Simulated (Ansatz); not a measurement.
**Ir₃Al (model structure, started from the A15 type, Pm-3n, No. 223, 8 atoms in the cell)**

All values below come from LDA in Ansatz (PAW).

Numerical settings: plane-wave cutoff 520 eV, 12×12×12 k mesh, Fermi–Dirac smearing 0.05 eV, no spin polarisation, scalar-relativistic PAW data made under PBE.

Cell (relaxed at this level):

Space group Pm-3n (No. 223); a = b = c = 4.853 Å, α = β = γ = 90.00°

```json
[
 {"atom": "Ir", "site": "6c", "symmetry": "-4m.2", "x": "0.0000", "y": "0.5000", "z": "0.2500"},
 {"atom": "Al", "site": "2a", "symmetry": "m-3.", "x": "0.0000", "y": "0.0000", "z": "0.0000"}
]
```

```yaml
bulk modulus B0: 288 GPa
```

Note: the run has no spin polarisation, so it can have missed a magnetic state; the bulk modulus is −V dP/dV from two relaxed cells at ±2 % in volume; the relaxation could raise the start's symmetry but not lower it, so the cell can be a saddle point.

Spin–orbit coupling is not included.

Computed values are for the static lattice.

Computing time: very roughly 2.4 core-minutes.

A model structure was made by putting elements into a prototype or built by hand; it is no filed structure, need not be a known phase, and can be a saddle point held by its symmetry.

Ansatz is a first-principles code.
